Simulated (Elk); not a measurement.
## Elk run on CdSe (P6_3mc, 4 atoms in the cell): self-consistent single point

Method: Elk with PBE, all-electron FP-LAPW, Elk's shipped species files, LAPW+lo basis.

This input was run:

```
tasks
  0

xctype
  20

rgkmax
  7.5

gmaxvr
  14.0

nxoapwlo
  1

rmtscf
  0.94

stype
  0

swidth
  0.0001

maxscl
  100

scale
  1.889726125

avec
    4.3460897996    0.0000000465    0.0000000000
   -2.1730449401    3.7638241503    0.0000000000
    0.0000000000    0.0000000000    7.0898400000

atoms
  2
  'Cd.in'
  2
  0.6666666667  0.3333333333  0.4999500000    0.0 0.0 0.0
  0.3333333333  0.6666666667  0.9999500000    0.0 0.0 0.0
  'Se.in'
  2
  0.6666666667  0.3333333333  0.8759100000    0.0 0.0 0.0
  0.3333333333  0.6666666667  0.3759100000    0.0 0.0 0.0

ngridk
  7 7 4
```

Output (repeated stretches shortened):

```
│ Elk code version 10.2.4 │

All units are atomic (Hartree, Bohr, etc.)

│ Ground-state run starting from atomic densities │

Lattice vectors :
   8.212919436      0.8787226481E-07   0.000000000
  -4.106459794       7.112596827       0.000000000
   0.000000000       0.000000000       13.39785587

Unit cell volume      :    782.6382303
Brillouin zone volume :   0.3169410896

Muffin-tin inner radius fraction :   0.1000000000E-01

Nuclei treated as point charges

Species :    1 (Cd)
 parameters loaded from : Cd.in
 name : cadmium
 nuclear charge    :   -48.00000000
 electronic charge :    48.00000000
 atomic mass :    204912.7175
 muffin-tin radius :    2.444000000
 number of radial points in muffin-tin :    597
 atomic positions (lattice), magnetic fields (Cartesian) :
   1 :   0.00000000  0.00000000  0.00000000    0.00000000  0.00000000  0.00000000
   2 :   0.66666667  0.33333333  0.50000000    0.00000000  0.00000000  0.00000000

Species :    2 (Se)
 parameters loaded from : Se.in
 name : selenium
 nuclear charge    :   -34.00000000
 electronic charge :    34.00000000
 atomic mass :    143935.2748
 muffin-tin radius :    2.256000000
 number of radial points in muffin-tin :    497
 atomic positions (lattice), magnetic fields (Cartesian) :
   1 :   0.00000000  0.00000000  0.37596000    0.00000000  0.00000000  0.00000000
   2 :   0.66666667  0.33333333  0.87596000    0.00000000  0.00000000  0.00000000

Total number of atoms per unit cell :    4

Spin treatment :
 spin-unpolarised

Number of Bravais lattice symmetries :   24
Number of crystal symmetries         :   12
Crystal has no inversion symmetry
Complex Hermitian eigensolver will be used

k-point grid :      7     7     4
k-point offset :    0.000000000       0.000000000       0.000000000
k-point set is reduced with full crystal symmetry group
Total number of k-points :       32

Muffin-tin radius times maximum |G+k| :    7.500000000
 using average radius
Maximum |G+k| for APW functions       :    3.191489362
Maximum (1/2)|G+k|²                   :    5.092802173
Maximum |G| for potential and density :    14.00000000
 potential will be trimmed for |G| > 2 gkmax
Constant for pseudocharge density :    9
Radial integration step length :    4

G-vector grid sizes :     40    40    60
Number of G-vectors :    36227

Maximum angular momentum used for
 APW functions                      :    8
 outer part of muffin-tin           :    6
 inner part of muffin-tin           :    1

Total nuclear charge    :   -164.0000000
Total core charge       :    96.00000000
Total valence charge    :    68.00000000
Total excess charge     :    0.000000000
Total electronic charge :    164.0000000

Effective Wigner radius, rₛ :    1.044422455

Number of empty states         :   16
Total number of valence states :   50
Total number of core states    :   96

Total number of local-orbitals :   64

Exchange-correlation functional :     20     0     0
 Perdew-Burke-Ernzerhof, Phys. Rev. Lett. 77, 3865 (1996)
 gradient requirement :    1
 generalised gradient approximation (GGA)

Smearing type :    0
 Gaussian
Smearing width :   0.1000000000E-03
Effective electronic temperature (K) :    31.57750248

Mixing type :    3
 Broyden mixing, J. Phys. A: Math. Gen. 17, L317 (1984)

Kohn-Sham potential initialised from atomic data

│ Self-consistent loop started │
│ Loop number : 1 │
 total energy                :     -16061.7876532
│ Loop number : 2 │
 total energy                :     -16061.8468977
RMS change in Kohn-Sham potential (target) :   0.1655928364     (  0.1000000000E-05)
Absolute change in total energy (target)   :   0.5924449261E-01 (  0.1000000000E-03)
│ Loop number : 3 │
 total energy                :     -16061.6015616
RMS change in Kohn-Sham potential (target) :   0.1600013643     (  0.1000000000E-05)
Absolute change in total energy (target)   :   0.2305249801     (  0.1000000000E-03)
│ Loop number : 4 │
 total energy                :     -16057.7623188
RMS change in Kohn-Sham potential (target) :   0.9344586165E-01 (  0.1000000000E-05)
Absolute change in total energy (target)   :    3.896874027     (  0.1000000000E-03)
│ Loop number : 5 │
 total energy                :     -16054.4950963
RMS change in Kohn-Sham potential (target) :   0.3382898322E-01 (  0.1000000000E-05)
Absolute change in total energy (target)   :    4.241441043     (  0.1000000000E-03)
│ Loop number : 6 │
 total energy                :     -16053.3049020
RMS change in Kohn-Sham potential (target) :   0.9181747583E-02 (  0.1000000000E-05)
Absolute change in total energy (target)   :    2.250554551     (  0.1000000000E-03)
│ Loop number : 7 │
 total energy                :     -16052.9111299
RMS change in Kohn-Sham potential (target) :   0.5847077137E-03 (  0.1000000000E-05)
Absolute change in total energy (target)   :   0.9564107718     (  0.1000000000E-03)
│ Loop number : 8 │
 total energy                :     -16052.9140646
RMS change in Kohn-Sham potential (target) :   0.1559741982E-03 (  0.1000000000E-05)
Absolute change in total energy (target)   :   0.2361679666     (  0.1000000000E-03)
│ Loop number : 9 │
 total energy                :     -16052.9119893
RMS change in Kohn-Sham potential (target) :   0.5804966153E-04 (  0.1000000000E-05)
Absolute change in total energy (target)   :   0.6111726030E-01 (  0.1000000000E-03)
│ Loop number : 10 │
 total energy                :     -16052.9096350
RMS change in Kohn-Sham potential (target) :   0.2759494339E-04 (  0.1000000000E-05)
Absolute change in total energy (target)   :   0.1763365294E-01 (  0.1000000000E-03)
│ Loop number : 11 │
 total energy                :     -16052.9048289
RMS change in Kohn-Sham potential (target) :   0.1341403617E-04 (  0.1000000000E-05)
Absolute change in total energy (target)   :   0.9214543978E-02 (  0.1000000000E-03)
│ Loop number : 12 │
 total energy                :     -16052.9044298
RMS change in Kohn-Sham potential (target) :   0.2606915554E-05 (  0.1000000000E-05)
Absolute change in total energy (target)   :   0.2702661674E-02 (  0.1000000000E-03)
│ Loop number : 13 │
 total energy                :     -16052.9044985
RMS change in Kohn-Sham potential (target) :   0.9569563884E-06 (  0.1000000000E-05)
Absolute change in total energy (target)   :   0.6070406180E-03 (  0.1000000000E-03)
│ Loop number : 14 │
 total energy                :     -16052.9045118
RMS change in Kohn-Sham potential (target) :   0.2515480573E-06 (  0.1000000000E-05)
Absolute change in total energy (target)   :   0.1383972922E-03 (  0.1000000000E-03)
│ Loop number : 15 │
 total energy                :     -16052.9045162
RMS change in Kohn-Sham potential (target) :   0.9949723163E-07 (  0.1000000000E-05)
Absolute change in total energy (target)   :   0.3018662937E-04 (  0.1000000000E-03)
Convergence targets achieved

│ Loop number : 16 │

Energies :
 Fermi                       :     0.104736119710
 sum of eigenvalues          :     -9543.81697401
 electron kinetic            :      16709.7497815
 core electron kinetic       :      15923.0855276
 Coulomb                     :     -32276.7328097
 Coulomb potential           :     -25620.5305911
 nuclear-nuclear             :     -1370.37722510
 electron-nuclear            :     -36192.1805781
 Hartree                     :      5285.82499349
 Madelung                    :     -19466.4675141
 xc potential                :     -633.036164416
 exchange                    :     -477.534453685
 correlation                 :     -8.38703393815
 total energy                :     -16052.9045158

Density of states at Fermi energy :   0.8357485954E-05
 (states/Hartree/unit cell)

Estimated indirect band gap :   0.2102046323E-01
 from k-point      1 to k-point      1
Estimated direct band gap   :   0.2102046323E-01
 at k-point      1

Charges :
 core                        :    96.00000000
 valence                     :    68.00000000
 interstitial                :    7.275013980
 muffin-tins (core leakage)
  species :    1 (Cd)
   atom    1                 :    46.28982403     (  0.5661726319E-03)
   atom    2                 :    46.28982403     (  0.5661726319E-03)
  species :    2 (Se)
   atom    1                 :    32.07266898     (  0.1489341886E-03)
   atom    2                 :    32.07266898     (  0.1489341886E-03)
 total in muffin-tins        :    156.7249860
 total calculated charge     :    163.9804724
 total charge                :    164.0000000
 error                       :   0.1952755634E-01

│ Self-consistent loop stopped │
```

The run converged in 16 iterations. The count includes the last loop, which Elk runs after its targets are met.

The starting cell comes from a database of computed structures (which also holds hypothetical and non-ambient phases and stackings), without a prior relaxation at this level. Values depend on the basis (sphere radii, cutoffs, local orbitals), which need not be converged.

Cost on one core of a shared machine: roughly 2 min.
